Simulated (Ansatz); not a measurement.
System: BeCl2 (Ibam, No. 72). Method: PBEsol (Ansatz, an electronic-structure program, plane waves, PAW).

Settings: plane-wave cutoff 500 eV, 10×10×10 k mesh, gaussian smearing 0.02 eV, scalar-relativistic PAW data made under PBE.

Computed at the level's own relaxed cell.

**Question.** Predict the volume per atom and band gap.

**Answer.** 
* **volume per atom**: 25.84 Å³/atom
* **band gap**: 6.31 eV (on the SCF k mesh)

Note: the volume lies 14 % above that of the published cell; the cell has widely spaced layers and the level no dispersion term, so their spacing and the moduli can rest on weak binding.

Computed values are for the static lattice.

It cost around 4 core-minutes (rough) of CPU time.
